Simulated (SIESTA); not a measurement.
A self-consistent single point of Cu₃Sn (Fm-3m, 4 atoms in the cell) with SIESTA

Method of the run: GGA PBEsol, numerical atomic orbitals TZP, PseudoDojo PBEsol standard norm-conserving potentials (rewritten from UPF to PSML) in SIESTA 5.4.2.

The input file:

```
# files in the folder: Cu.psml Sn.psml (PseudoDojo PBEsol standard)
SystemName  Cu3Sn
SystemLabel siesta

NumberOfAtoms                4
NumberOfSpecies              2
%block ChemicalSpeciesLabel
  1 29 Cu
  2 50 Sn
%endblock ChemicalSpeciesLabel
LatticeConstant              1.0 Bohr
%block LatticeVectors
     0.000000000    5.858699007    5.858699007
     5.858699007    0.000000000    5.858699007
     5.858699007    5.858699007    0.000000000
%endblock LatticeVectors
AtomicCoordinatesFormat      Bohr
%block AtomicCoordinatesAndAtomicSpecies
     5.858699007    5.858699007    5.858699007  1
     8.788048510    8.788048510    8.788048510  1
     2.929349503    2.929349503    2.929349503  1
     0.000000000    0.000000000    0.000000000  2
%endblock AtomicCoordinatesAndAtomicSpecies

XC.functional                GGA
XC.authors                   PBEsol
PAO.BasisSize                TZP
PAO.EnergyShift              0.005 Ry
MeshCutoff                   400 Ry
%block kgrid.MonkhorstPack
    9   0   0  0.0
    0   9   0  0.0
    0   0   9  0.0
%endblock kgrid.MonkhorstPack
OccupationFunction           FD
ElectronicTemperature        0.1 eV

MaxSCFIterations             150
SCF.Mixer.Method             Broyden
SCF.Mixer.Weight             0.25
SCF.Mixer.History            6
SCF.DM.Tolerance             1.0E-05
Diag.ParallelOverK           true
WriteForces                  true
Charge.Mulliken              end
```

Output, abridged:

```
reinit: Reading from file input.fdf

reinit: System Name: Cu3Sn
reinit: System Label: siesta

coor:   Atomic-coordinates input format  =     Cartesian coordinates
coor:                                            (in Bohr units)

siesta: Atomic coordinates (Bohr) and species
siesta:      5.85870   5.85870   5.85870  1        1
siesta:      8.78805   8.78805   8.78805  1        2
siesta:      2.92935   2.92935   2.92935  1        3
siesta:      0.00000   0.00000   0.00000  2        4

siesta: System type = bulk

initatomlists: Number of atoms, orbitals, and projectors:      4    97    86

siesta: ******************** Simulation parameters ****************************
redata: Spin configuration                          = none
redata: Time-Reversal Symmetry                      = T
redata: Number of Atomic Species                    =        2
redata: Mesh Cutoff                                 =   400.0000 Ry
redata: Net charge of the system                    =     0.0000 |e|
redata: Min. number of SCF Iter                     =        0
redata: Max. number of SCF Iter                     =      150
redata: SCF convergence failure will abort job
redata: SCF mix quantity                            = Hamiltonian
redata: Mix DM or H after convergence               =   F
redata: Recompute H after scf cycle                 =   F
redata: Mix DM in first SCF step                    =   T
redata: No kicks to SCF
redata: DM Mixing Weight for Kicks                  =     0.5000
redata: Require Harris convergence for SCF          =   F
redata: Harris energy tolerance for SCF             =     0.000100 eV
redata: Require DM convergence for SCF              =   T
redata: DM tolerance for SCF                        =     0.000010
redata: Require EDM convergence for SCF             =   F
redata: EDM tolerance for SCF                       =     0.001000 eV
redata: Require H convergence for SCF               =   T
   [... lines left out ...]
diag: Parallel distribution                         =     1 x     1
diag: Used triangular part                          = Lower
diag: Absolute tolerance                            =  0.100E-15
diag: Orthogonalization factor                      =  0.100E-05
diag: Memory factor                                 =  1.0000

superc: Internal auxiliary supercell:     7 x     7 x     7  =     343
superc: Number of atoms, orbitals, and projectors:   1372  33271  29498

                        Single-point calculation

superc: Internal auxiliary supercell:     7 x     7 x     7  =     343
superc: Number of atoms, orbitals, and projectors:   1372  33271  29498

outcell: Unit cell vectors (Ang):
        0.000000    3.100290    3.100290
        3.100290    0.000000    3.100290
        3.100290    3.100290    0.000000

outcell: Cell vector modules (Ang)   :    4.384472    4.384472    4.384472
outcell: Cell angles (23,13,12) (deg):     60.0000     60.0000     60.0000
outcell: Cell volume (Ang**3)        :     59.5987
new_DM -- step:     1
Initializing Density Matrix...

Attempting to read DM from file... Failed...
DM filled with atomic data:

InitMesh: MESH = 48 x 48 x 48 = 110592
InitMesh: Mesh cutoff (required, used) =   400.000   496.868 Ry

stepf: Fermi-Dirac step function
        iscf     Eharris(eV)        E_KS(eV)     FreeEng(eV)     dDmax    Ef(eV) dHmax(eV)
   scf:    1   -17381.310298   -17535.358676   -17535.448073  3.848834  0.910124 33.755577
   scf:    2   -17605.288563   -17602.956975   -17602.980156  2.906982 -2.518834  4.515649
   scf:    3   -17604.550760   -17603.953048   -17603.977545  0.114373 -2.409400  2.165096
   scf:    4   -17604.083293   -17604.055051   -17604.080688  0.042130 -2.404803  0.591366
   scf:    5   -17604.066342   -17604.062413   -17604.088181  0.024191 -2.462928  0.246498
   scf:    6   -17604.047377   -17604.060317   -17604.085605  0.017511 -2.514215  0.328885
   [... 4 lines left out ...]
   scf:   11   -17604.065332   -17604.065332   -17604.090881  0.000066 -2.499640  0.000940
   scf:   12   -17604.065332   -17604.065332   -17604.090881  0.000042 -2.499682  0.000582
   scf:   13   -17604.065331   -17604.065332   -17604.090881  0.000025 -2.499706  0.000362
   scf:   14   -17604.065331   -17604.065332   -17604.090881  0.000015 -2.499720  0.000233
   scf:   15   -17604.065331   -17604.065331   -17604.090881  0.000009 -2.499729  0.000155
SCF Convergence by DM+H criterion
max |DM_out - DM_in|         :     0.0000087463
max |H_out - H_in|      (eV) :     0.0001549328
SCF cycle converged after 15 iterations

Using DM_out to compute the final energy and forces

siesta: E_KS(eV) =           -17604.0653

siesta: E_KS - E_eggbox =    -17604.0653

siesta: Atomic forces (eV/Ang):
     1   -0.000000   -0.000000   -0.000000
     2    0.000061    0.000061    0.000061
     3   -0.000061   -0.000061   -0.000061
     4   -0.000000   -0.000000   -0.000000
   Tot   -0.000000   -0.000000    0.000000
   Max    0.000061
   Res    0.000043    sqrt( Sum f_i^2 / 3N )
   Max    0.000061    constrained

Stress tensor Voigt[x,y,z,yz,xz,xy] (kbar):       78.29       78.29       78.29       -0.36       -0.36       -0.36
(Free)E + p*V (eV/cell)   -17607.0032
Target enthalpy (eV/cell)   -17604.0909

siesta: Program's energy decomposition (eV):
siesta: Ebs     =     -2477.035875
siesta: Eions   =     20809.583051
siesta: Ena     =      1004.172765
siesta: Ekin    =      8360.269632
siesta: Enl     =     -3782.674716
siesta: Eso     =         0.000000
siesta: Edftu   =         0.000000
siesta: DEna    =        98.403349
siesta: DUscf   =         5.154538
siesta: DUext   =         0.000000
siesta: Ex      =     -2338.669903
siesta: Ec      =      -141.137945
siesta: Exc     =     -2479.807847
siesta: Eharris =    -17604.065331
siesta: Etot    =    -17604.065331
siesta: FreeEng =    -17604.090881

siesta: Stress tensor (static) (eV/Ang**3):
siesta:     0.048865   -0.000222   -0.000222
siesta:    -0.000222    0.048865   -0.000222
siesta:    -0.000222   -0.000222    0.048865

siesta: Cell volume =         59.598723 Ang**3

siesta: Pressure (static):
siesta:                Solid            Molecule  Units
siesta:          -0.00053221         -0.00053224  Ry/Bohr**3
siesta:          -0.04886494         -0.04886812  eV/Ang**3
siesta:         -78.29027186        -78.29536121  kBar

mulliken: Atomic and Orbital Populations:

Species: Cu
Atom  Qatom  Qorb
               3s      4s      4s      4s      3py     3pz     3px     4py
   [... lines left out ...]
              0.241   0.241   1.613   1.613   1.834   1.613   1.834   0.081

              0.081   0.093   0.081   0.093   0.198   0.198   0.016   0.198

              0.016
   2 18.621   1.906   0.121   0.070  -0.122   1.998   1.998   1.998   0.368
              0.368   0.368   1.705   1.705   1.733   1.705   1.733   0.107

              0.107   0.122   0.107   0.122   0.084   0.084   0.075   0.084

              0.075
   3 18.621   1.906   0.121   0.070  -0.122   1.998   1.998   1.998   0.368
              0.368   0.368   1.705   1.705   1.733   1.705   1.733   0.107

              0.107   0.122   0.107   0.122   0.084   0.084   0.075   0.084

              0.075

Species: Sn
Atom  Qatom  Qorb
               5s      5s      5s      5py     5pz     5px     5py     5pz
               5px     5py     5pz     5px     4dxy    4dyz    4dz2    4dxz
               4dx2-y2 5dxy    5dyz    5dz2    5dxz    5dx2-y2
   4 15.398   0.396   0.195   0.459   1.127   1.127   1.127  -0.495  -0.495
             -0.495   0.434   0.434   0.434   1.986   1.986   2.001   1.986

              2.001   0.258   0.258   0.207   0.258   0.207

mulliken: Qtot =       71.000

Mulliken Atomic Populations:
Atom #   charge [q] valence [e]  Species
     1     0.639972   18.360028  Cu
     2     0.378822   18.621178  Cu
     3     0.378822   18.621178  Cu
     4    -1.397616   15.397616  Sn
 Total     0.000000
```

The run converged in 15 iterations.

The starting cell comes from a database of computed structures (which also holds hypothetical and non-ambient phases and stackings), without a prior relaxation at this level. Its lattice was rescaled by a random factor within 2.5 % of one. Spin polarisation is off. Values carry the incompleteness of an atom-centred basis. With a pressure of about -8 GPa the cell is away from its equilibrium volume at this level.

Cost on one core of a shared machine: roughly 5 min.
